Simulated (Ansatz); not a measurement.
Take BaTiO3 in the cubic perovskite structure (space group Pm-3m, No. 221; a = 3.970 Å) as the base. Axes: x, y, z lie along the cube axes.

All numbers come from plane-wave PAW DFT at the PBEsol level (Ansatz, a program for electronic structure, 420 eV), no spin-orbit coupling.

Strains are applied to the cell and any free atomic positions relax; under stress the whole cell relaxes.

One change was made to it. Results:

The shortest interatomic distance shrinks by 0.0075 Å, from 1.985 Å to 1.977 Å; the band gap stays essentially unchanged (1.82 eV against 1.81 eV).

Task: Which change produced these results?
A. isotropic strain +4.28 %
B. isotropic strain +3.45 %
C. uniaxial stress, 1 GPa compression along z
D. isotropic strain −1.78 %
E. uniaxial strain ε_yy = +2.01 %

Result: C, uniaxial stress, 1 GPa compression along z. For comparison, the band gap in the other runs: uniaxial strain ε_yy = +2.01 % gives 1.73 eV; isotropic strain +3.45 % gives 1.61 eV; isotropic strain +4.28 % gives 1.56 eV; isotropic strain −1.78 % gives 1.92 eV.

Stability under load was not tested beyond the relaxation. The final runs are not spin-polarised. Many cubic perovskites are stable only at high temperature; tilts and polar distortions were not tested. This is not the structure that BaTiO3 has at room temperature and ambient pressure.
